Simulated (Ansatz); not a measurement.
Data:

End structure of C on the 1x1 (111) surface of fcc Ag, one in a 1x1 cell, started at the site 'hollow Ag-Ag-Ag over Ag at depth 2.4 Å':

```
CELL_PARAMETERS angstrom
      2.93338     0.00000     0.00000
     -1.46669     2.54038     0.00000
      0.00000     0.00000    26.50000
ATOMIC_POSITIONS crystal
  Ag 0.33333 0.66667 0.36572
  Ag 0.66667 0.33333 0.45551
  Ag 0.00000 0.00000 0.54552
  Ag 0.33333 0.66667 0.63789
  C  0.00000 0.00000 0.68909
```

Set-up: 5 atoms, 7.1 Å thick at the start under the adsorbate (thin: gaps and levels are the slab's own); mesh 12x12x1; 0.1 eV smearing; dipole correction on; 2 atoms held, the rest relaxed; held to the start's symmetry, so lower structures may exist; spin-polarised, no spin-orbit, no U, no dispersion correction. The starting moment vanished. At the end it is bonded to 3 Ag. In PBE this state lies 0.05 eV over the lowest of the starts that converged ('bridge Ag-Ag (span 2.9 Å)').

A negative adsorption energy means that the adsorbate is more stable on the surface than in its reference.

Estimate the adsorption energy against an atom of graphite that PBE run with Ansatz (a first-principles code) returns for this input.

5.11 eV

What change of the work function does PBE give?

2.22 eV

Predict the work function of the top face from PBE.

6.66 eV

Give the change of the step from the bottom to the top vacuum level, against the clean slab at the level PBE.

2.20 eV
